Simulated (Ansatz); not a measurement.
Consider this model of amorphous Hf₁₈O₃₃N₂.

```xyz
53
Lattice="8.8734 -0.1723 -0.4563 -0.1723 8.5784 -0.4394 -0.4563 -0.4394 9.0162" Properties=species:S:1:pos:R:3 pbc="T T T"
Hf     7.3151     6.9157     6.1718
Hf     7.0887     3.4574     7.4549
Hf     3.5497     1.4681     7.1679
Hf     0.9218     4.3216     6.0477
Hf     2.8341     5.2805     3.2945
Hf     3.1619     7.5732     0.1542
Hf     7.7780     1.0235     4.7407
Hf     4.1998     4.7393     6.4550
Hf     0.8432     1.1998    -0.0783
Hf     8.0520     3.4674     1.6512
Hf     1.6458     1.6957     3.5815
Hf     5.6201     5.7518     1.4741
Hf     6.4530     0.3253     0.6927
Hf     2.3639     4.2257     0.2896
Hf     1.5113     7.7642     5.4632
Hf     4.6421    -0.2766     4.1266
Hf     5.0518     2.9520     3.0195
Hf     0.3865     7.1324     2.2203
O      2.1448     1.7160     8.6064
O      0.0220     6.1705     5.7924
O      0.2324     5.2797     2.8772
O      3.8162    -0.1969     5.9588
O      4.4449     6.1329    -0.5394
O      2.5814     3.6538     7.1664
O      7.0363     4.6811     0.2461
O      1.7287     3.6322     4.2535
O      1.4082     0.2774     1.6559
O      2.5584     5.7764     5.6117
O     -0.1441     0.2776     6.8639
O      8.0191     2.2496    -0.4282
O      5.0728     2.8358     7.0320
O      8.4665     1.9889     3.0602
O      3.5911     1.3850     3.1859
O      6.2133     5.2524     6.5931
O      1.1664     3.0359     1.4807
O      6.3498     7.8417     4.7481
O      5.8763     1.4324     4.2538
O      6.5176     4.4018     2.7612
O      2.2635     7.3337     3.5212
O      4.2978     4.0576     4.5636
O      4.6471     6.3181     3.2680
O      0.1867     4.3494     8.0496
O      4.7649     7.9871     1.4079
O      7.3552     7.7182     8.0329
O      6.3347     2.0628     1.5885
O      1.9564     1.3418     5.6197
O      0.3075    -0.1253     4.2874
O      8.0720     2.8460     5.6491
O      4.4945     0.1910     8.4787
O      1.6266     7.7678     7.5918
O      7.2001     7.2371     1.4090
N      3.9234     4.1864     1.7287
N      2.0950     6.1567     1.1605
```

These are PBE, scalar-relativistic without spin-orbit coupling (plane waves to 420 eV, PAW; Ansatz, an electronic-structure program) values and carry that method's errors.

The cell was made by melting and quenching with the CHGNet potential and then relaxed with DFT. O and N atoms were pushed apart under 1.9 Å during the dynamics, to hinder bonds among them. The hot cell started wider than the set density and was brought back towards it in steps. It is the lowest in DFT energy of 2 quenches. It is a model cell: composition and starting density were chosen by hand, and all elements were melted together. No dispersion term was used. Its density started from a set value of 9.17 and ended at 9.17 g/cm³. Cooling (nominally 450 K/ps over its main leg) ran many orders faster than in experiment, which tends to leave more defects and strain. A cell of this size samples the disorder only roughly. The volume was held where the preparation left it and the shape relaxed, at a PBE pressure of -1.1 GPa (tension). Stress components on the final sampling reach 1.1 GPa.

Bonds are counted up to Hf-Hf 3.34 Å, Hf-O 2.78 Å, Hf-N 2.71 Å, O-O 1.58 Å, O-N 1.64 Å, N-N 1.70 Å. Two cations that share two anions don't count as bonded, nor two that share one unless they lie closer than Hf-Hf 3.25 Å.

Give the coordination numbers, mean bond lengths and angles.


| Quantity | Result |
|---|---|
| Mean coordination of Hf by anions | 6.44 (1 with 5, 10 with 6, 5 with 7, 2 with 8) |
| Mean coordination of O | 3.27 (24 with 3, 9 with 4) |
| Mean coordination of N | 4.00 (2 with 4) |
| Mean Hf-O bond | 2.168 Å (spread 0.146 Å, 108 counted) |
| Mean Hf-N bond | 2.198 Å (spread 0.117 Å, 8 counted) |
| Bond angle at Hf | mean 102.6°, spread 30.0° |
| Bond angle at O | mean 113.4°, spread 16.1° |
| Bond angle at N | mean 108.2°, spread 17.3° |

List the pairs of like atoms that count as bonded by the rules above.

There are none by these rules.
